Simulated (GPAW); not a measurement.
## Equation of state of bcc Ta (space group 229): energy against volume (GPAW, PBEsol)

```yaml
crystal:
  lattice:
    - [-1.60209, 1.60209, 1.60209]
    - [1.60209, -1.60209, 1.60209]
    - [1.60209, 1.60209, -1.60209]
  atoms:
    - { symbol: Ta, position: [0.00000, 0.00000, 0.00000] }
```

Computed with PBEsol, GPAW PAW datasets PBEsol (made by gpaw-setup) (plane waves; GPAW). Settings: mode = pw; ecut = 585 eV; xc = PBEsol; kpts = 25 25 25; mesh shift (steps) = 0 0 0; occupations.name = fermi-dirac; occupations.width = 0.05 eV; nbands = -7; convergence.density = 1e-05 e/electron; symmetry.symmorphic = false; symmetry.tolerance = 0.0005; maxiter = 100. The cell above is the first row's. The rows scale it uniformly. In all rows the k mesh is held. E is the free energy at the stated smearing, counted from the lowest row.

```csv
V (Å^3/atom),E (meV/atom)
16.448,?
16.806,29.53
17.163,9.44
17.521,0.00
17.879,0.20
18.236,9.15
18.594,26.10
18.951,50.34
19.309,81.26
```

Fit E of the 8 rows that show it with the third-order Birch-Murnaghan form, a cubic in V^(-2/3). With u = V^(-2/3) - 0.145, the rows have u = 0.007414, 0.005293, 0.003238, 0.001253, -0.000662, -0.002521, -0.004316, -0.006060. Least squares gives E = 5.064 - 5372.46·u + 1179765·u² - 1385154·u³. Residuals (row less fit): 0.013, -0.034, 0.010, 0.018, 0.012, -0.028, 0.001, 0.005; standard error 0.026 (degrees of freedom: 4). Its minimum lies at u = 0.002286, so V0 = (0.147286)^(-3/2) = 17.69. There d²E/du² = 2341000 and d³E/du³ = -8311000, so B0 = (4/9) × 17.69^(-7/3) × 2341000 × 0.160218 = 204 GPa (the last factor turns the table's units into GPa), and B0' = 4 + (2/3) × 0.147286 × (-8311000)/2341000 = 3.7. The program's pressures in the fitted runs (not shown) pass through zero at V = 17.69, 0.01 % from this V0.

Problem. What does the fit predict for E at V = 16.448, and how far is the calculated value from it?

Solution. u = 0.009617, so E = 5.064 - 5372.46 × 0.009617 + 1179765 × 0.009617² - 1385154 × 0.009617³ = 61.278 meV/atom. The calculation gives 61.43 meV/atom, 0.152 meV/atom above the prediction (0.2 % of the range of E in the table). The row lies outside the fitted rows, so this is an extrapolation. From the scatter of the fitted rows alone, a prediction at this place has a standard error of 0.077 meV/atom, so the miss is 2.0 times that.

Carrying the step between the two nearest rows on in a straight line would have given 49.68, off by 11.75; series whose last step already gives the withheld value aren't shown. The scan was laid around a cell of about the measured size, scaled by a guess for this functional. Spin polarisation is off. Spin-orbit coupling is off. Cutoffs and mesh are single choices, not tested for convergence of this quantity. Series with a scatter that would blur these digits, or in which a gap closes, are not shown. Nor are scans whose minimum lies at an end fitted in this form.
